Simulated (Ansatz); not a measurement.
**Convergence test for IrPd₃ (Pm-3n, 8 atoms in the cell)**

```
IrPd3
1.0
    4.78954     0.00000     0.00000
    0.00000     4.78954     0.00000
    0.00000     0.00000     4.78954
Pd Ir
6 2
Direct
  0.25000   0.00000   0.50000
  0.75000   0.00000   0.50000
  0.00000   0.50000   0.25000
  0.00000   0.50000   0.75000
  0.50000   0.25000   0.00000
  0.50000   0.75000   0.00000
  0.00000   0.00000   0.00000
  0.50000   0.50000   0.50000
```

Method: revPBE, default PAW files made with PBE (plane waves; Ansatz, a program for electronic structure).

The starting cell was generated: these elements placed on a structure prototype, without a prior relaxation; it need not be a known phase or ordering of this composition. Spin polarisation is off. In the base run, with a pressure of about 35 GPa the cell is away from its equilibrium volume at this level. Ansatz's pressure includes its estimate of the finite-basis (Pulay) stress.

Held fixed: kpoints.mp_grid.grid = 9 9 9; hamiltonian.xc = revpbe; hamiltonian.pseudopotentials = {kind: paw} (the program's default PAW files); scf.occupations.method = methfessel_paxton; scf.occupations.width = 0.2 eV.

ΔF is the free energy per atom less that of the last row (840 eV).

The first pressure column holds Ansatz's estimate of the finite-basis (Pulay) stress, which hides part of the cutoff error; the other is without it.

```tsv
basis.ecutwfc	ΔF (meV/atom)	pressure (GPa)	pressure at a fixed set of plane waves (GPa)	plane waves	iterations
170 eV	29365.5	-9.25	-1227.38	515	11
210 eV	8103.1	30.64	-425.69	751	10
250 eV	1754.3	40.22	-99.34	1021	7
295 eV	242.7	35.52	8.76	1237	6
335 eV	[?]	35.48	31.21	1551	6
380 eV	[?]	35.48	35.29	1839	6
420 eV	4.1	35.45	35.34	2109	6
485 eV	1.56	35.40	35.30	2601	6
545 eV	0.70	35.39	35.36	3191	6
630 eV	0.39	35.38	35.36	3911	6
735 eV	0.10	35.37	35.36	4945	6
840 eV	0.00	35.37	35.36	6043	6
```

**Question.** Some entries are withheld; supply them.

**Answer.** 
- 335 eV, ΔF (meV/atom): 29.8
- 380 eV, ΔF (meV/atom): 5.3

Keys are those of Ansatz 0.2.
